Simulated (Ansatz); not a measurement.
For cotunnite HfO2 (model structure), LDA (PAW; Ansatz, an electronic-structure program) gives:

| Item | Result |
|---|---|
| volume per atom | 9.52 Å³/atom |
| enthalpy of formation | -3.801 eV/atom |

Task: What does r²SCAN (PAW; Ansatz) give for the same quantities?

Result: 
- equilibrium volume per atom: 9.91 Å³/atom (rises by 4.1 %)
- formation enthalpy: -3.686 eV/atom (moves by +0.115 eV/atom)

Changes are worked out from the printed values.

Unless a cell is named, each level is at its own relaxed cell (LDA 9.52, r²SCAN 9.91 Å³/atom).

Levels without +SOC leave out spin–orbit coupling, which shifts energies and cells of such heavy elements.

Ansatz's density-functional and Hartree–Fock values are scalar-relativistic unless marked +SOC, with PAW data made under PBE.

A model structure was made by putting elements into a prototype or built by hand; it is no filed structure, need not be a known phase, and can be a saddle point held by its symmetry.
